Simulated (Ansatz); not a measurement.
Cost and result by functional for the surface energy of the (210) surface of fcc Al in its 1x1 cell, outermost plane spacing 0.90 Å in the ideal cut, in Ansatz (plane waves, PAW). Single points on the PBE structure, on one kind of machine; costs are rough ratios of the slab run's core time (references not counted) to the cheapest single point. r2SCAN's cost holds its higher cutoff (500 against 420 eV). Differences are taken against r2SCAN for comparison alone: no measured value is at hand, so the table doesn't rank accuracy.

Slab: 12 atoms, 9.9 Å thick at the start (thin: gaps and levels are the slab's own); k 10x8x1, smearing 0.1 eV, dipole-corrected; all atoms relaxed; held to the part of the start's symmetry that mesh and held atoms allow; no spin, no spin-orbit, no U. These notes are the PBE run's.

```
functional                     relative cost  surface energy (J/m²)  less r2SCAN (J/m²)
-----------------------------  -------------  ---------------------  ------------------
LDA                                        1                   1.20                0.04
PBEsol                                     1                   1.19                0.03
RPBE                                       1                   0.91               -0.24
r2SCAN                                     2                   1.16                0.00
PBE (the relaxed run's value)              –                   1.01               -0.15
```

The values span 0.29 J/m², while the single points' costs differ by a factor of roughly 2. Differences are of unrounded values.

Ansatz is a quantum-chemistry and plane-wave program.
